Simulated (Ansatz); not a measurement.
An Ansatz (an electronic-structure program) run: hypothetical P4_2/mnm AlN with a change (pressure 0.7 GPa); PBEsol (Ansatz; PAW; 420 eV plane waves; without spin-orbit coupling).

Input:

Ansatz 0.2 input:
```yaml
crystal:
  lattice:
    - [5.2910893709, 0, 0]
    - [0, 5.2910893709, 0]
    - [0, 0, 3.1078897933]
  atoms:
    - { symbol: Al, position: [0.3228412118, 0.6771587882, 0] }
    - { symbol: Al, position: [0.6771587882, 0.3228412118, 0] }
    - { symbol: Al, position: [0.8228412118, 0.8228412118, 0.5] }
    - { symbol: Al, position: [0.1771587882, 0.1771587882, 0.5] }
    - { symbol: N, position: [0.3152575833, 0.3152575833, 0] }
    - { symbol: N, position: [0.6847424167, 0.6847424167, 0] }
    - { symbol: N, position: [0.1847424167, 0.8152575833, 0.5] }
    - { symbol: N, position: [0.8152575833, 0.1847424167, 0.5] }
basis: { ecutwfc: 420, ecutrho_ratio: 4, xc_grid: 2, fft_grid_basis: typed }
kpoints: { mp_grid: { grid: [6, 6, 11] } }
hamiltonian:
  xc: pbesol
  dispersion: none
  pseudopotentials: { kind: paw }
scf: { occupations: { method: fermi_dirac, width: 0.05 } }
relax: { f_tol: 0.01, max_steps: 60, cell: { stress_tol: 0.02, p_target: 0.7 } }
output: { forces: true, stress: true }
checkpoint: { write: state.ck, write_every: 1000 }
```

Output (explanatory and most iteration lines left out):

```
Relaxation: its limit of steps is 60 (relax.max_steps)
Pseudopotential: Al, paw, valence charge 3
Pseudopotential: N, paw, valence charge 5
Crystal: 8 atoms, lattice volume = 87.007 Å³
Basis set: ecut = 420 eV, 1723 PW (Γ), exchange–correlation on 72×72×48 points (8 copies of the dense FFT grid, shifted against one another)
Bands: 24, of which v1, the nominal top of the filled ones, is band 16 counted from 1 (15 counted from 0)
Symmetry: 16 space group operations
Space group: P42/mnm (ITA 136), of the structure as read, at distance tolerance 4.4e-5 Å
k-points: 60 of 396
Functional: x = pbesol(κ = 0.804, μ = 0.12345679012345678), c = pbesol(β = 0.046)
SCF iter   1: F=—  HF=-3623.556626 eV  |F-HF|=—  |Δ(HF+E_count)|=         —  Δρ=1.03e-2  dr2=9.82e-2  ethr=1.77e-3  ⟨swp⟩=6.2  Hψ=7948  notcnv=0  defer=7
SCF iter   2: F=—  HF=-3623.528090 eV  |F-HF|=—  |Δ(HF+E_count)|=   2.85e-2  Δρ=1.29e-3  dr2=1.54e-3  ethr=3.07e-4  ⟨swp⟩=2.8  Hψ=3006  notcnv=0  defer=179
SCF 1 converged in 6 iterations: F = -3623.528321 eV  dr2 = 8.71e-9
relax step   1: F+E_penalty+E_count = -3623.52832107 eV  Δ(F+E_penalty+E_count) = +0.000e0 eV  max|allowed force component| = 8.565e-4 eV/Å  Δτ_max = 0.0000 Å  P = +0.293 GPa  Ω = 87.007 Å³  (6 SCF iters, dr2 threshold 1.00e-7 eV, accepted)
[... steps on the carried basis left out ...]
relax step   4: F+E_penalty+E_count = -3623.52771907 eV  Δ(F+E_penalty+E_count) = +6.021e-4 eV  max|allowed force component| = 1.532e-3 eV/Å  Δτ_max = 0.0000 Å  P = +0.692 GPa  Ω = 86.823 Å³  stress off target by 1.32e-2 GPa  SCF on the basis re-selected at this cell (its energy is not comparable with the rows above)  (7 SCF iters)
SCF converged after 7 iterations
Free energy (F): -3623.527719 eV
Internal energy: -3623.527719 eV  (E = F + TS)
E sigma→0 (E₀):  -3623.527719 eV
Fermi energy:    8.509617 eV
--- Forces (eV/Å), atoms counted from 1 ---
  atom   1  Al    -0.00037454     0.00037454     0.00000000
  atom   2  Al     0.00037454    -0.00037454     0.00000000
  atom   3  Al    -0.00037454    -0.00037454     0.00000000
  atom   4  Al     0.00037454     0.00037454     0.00000000
  atom   5  N      0.00153236     0.00153236     0.00000000
  atom   6  N     -0.00153236    -0.00153236     0.00000000
  atom   7  N     -0.00153236     0.00153236     0.00000000
  atom   8  N      0.00153236    -0.00153236     0.00000000
--- Stress (GPa, compression-positive) ---
        0.686848       0.000000       0.000000
        0.000000       0.686848       0.000000
        0.000000       0.000000       0.702539
  P = ⅓ Tr σ = 0.6921 GPa (6.921 kbar)
--- Relaxed structure (3 steps of the walk, 3 accepted, 1 SCFs on fresh bases) ---
  cell:  # Å, volume = 86.8230 Å³
    - [5.286692627113056, 5.74919434825073e-35, 0.0]
    - [5.74919434825073e-35, 5.286692627113056, 0.0]
    - [0.0, 0.0, 3.1064658575113286]
  atoms:
    - { symbol: Al, position: [0.32282699186104014, 0.6771730081389599, 0.0] }
    - { symbol: Al, position: [0.6771730081389599, 0.32282699186104014, 0.0] }
    - { symbol: Al, position: [0.8228269918610402, 0.8228269918610402, 0.5] }
    - { symbol: Al, position: [0.17717300813895992, 0.17717300813895992, 0.5] }
    - { symbol: N, position: [0.31520968249943276, 0.31520968249943276, 0.0] }
    - { symbol: N, position: [0.6847903175005673, 0.6847903175005673, 0.0] }
    - { symbol: N, position: [0.18479031750056724, 0.8152096824994328, 0.5] }
    - { symbol: N, position: [0.8152096824994328, 0.18479031750056724, 0.5] }
```

Load acts through the strain it causes; cell and atoms are relaxed under it. No phonon test of stability was made. The cell was made from AlN (space group P4_2/mnm, No. 136; a hypothetical phase, not in the database extracts checked) by this change: pressure 0.7 GPa.
